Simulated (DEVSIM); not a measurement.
Structure: illuminated Si p-on-n cell, one wavelength, with a back-surface field, at 300 K.

| layer (left to right) | material | thickness (μm) | Nd (cm⁻³) | Na (cm⁻³) | τn (s) | τp (s) | absorption coefficient (cm⁻¹) |
|---|---|---|---|---|---|---|---|
| 1 | Si | 0.540 | - | 3.8e18 | 5e-9 | 4.6e-8 | 1900 |
| 2 | Si | 76.0 | 4.8e16 | - | 3.1e-7 | 3.1e-7 | 1900 |
| 3 | Si | 1.10 | 3.1e18 | - | 3.1e-7 | 3.1e-7 | 1900 |

Left contact: ohmic, minority electron recombination velocity 100 cm/s. Right contact: ohmic, minority hole recombination velocity 5e6 cm/s. Voltage is applied to the left contact. Recombination: SRH at mid-gap, radiative, Auger. Light enters at the left, 1.6e18 photons cm⁻² s⁻¹, one pass, no reflection. Mobility is constant in doping.

This is a model device: material constants are rounded textbook-type values typed into the input, and sizes, dopings and lifetimes were drawn at random. Values at 300 K.

| parameter | Si |
|---|---|
| gap (eV) | 1.124 |
| affinity (eV) | 4.05 |
| permittivity | 11.7 |
| Nc (cm⁻³) | 2.86e19 |
| Nv (cm⁻³) | 3.1e19 |
| μn (cm²/Vs) | 1417 |
| μp (cm²/Vs) | 470 |
| B (cm³/s) | 4.7e-15 |
| Cn (cm⁶/s) | 2.8e-31 |
| Cp (cm⁶/s) | 9.9e-32 |

Model (solved in DEVSIM): 1D drift-diffusion, Boltzmann statistics, complete ionisation; no tunnelling, impact ionisation, image-force lowering or self-heating.

### Question
Tabulate band edges, carrier densities and field at 0.9 V on the left contact, in the dark.

### Answer
Energies count from the Fermi level of the right contact; mesh points crowd at the junctions.

```tsv
x (μm)	Ec (eV)	Ev (eV)	n (cm⁻³)	p (cm⁻³)	field (V/cm)
0.000	0.170	-0.954	8.2e15	3.8e18	210
0.05114	0.170	-0.954	8.2e15	3.8e18	≈ 0
0.1929	0.170	-0.954	8.2e15	3.8e18	≈ 0
0.4253	0.170	-0.954	8.2e15	3.8e18	≈ 0
0.5320	0.169	-0.955	8.4e15	3.7e18	-3200
0.5703	0.088	-1.036	2.0e17	1.6e17	-980
0.6933	0.087	-1.037	2.0e17	1.5e17	≈ 0
1.351	0.087	-1.036	2.0e17	1.5e17	≈ 0
3.134	0.089	-1.035	1.9e17	1.4e17	≈ 0
9.063	0.093	-1.031	1.7e17	1.2e17	≈ 0
27.30	0.107	-1.017	1.2e17	6.8e16	≈ 0
64.92	0.142	-0.982	7.7e16	2.9e16	≈ 0
73.00	0.150	-0.974	7.7e16	2.9e16	≈ 0
75.42	0.152	-0.972	7.7e16	2.9e16	≈ 0
76.32	0.153	-0.971	7.8e16	3.0e16	≈ 0
76.49	0.152	-0.972	8.1e16	2.8e16	-800
76.54	0.079	-1.045	1.4e18	1.7e15	-82000
76.59	0.057	-1.067	3.1e18	7.0e14	≈ 0
76.86	0.057	-1.067	3.1e18	5.3e14	≈ 0
77.33	0.057	-1.067	3.1e18	2.2e14	≈ 0
77.56	0.057	-1.067	3.1e18	7.0e13	≈ 0
77.64	0.057	-1.067	3.1e18	1.6e13	≈ 0
```
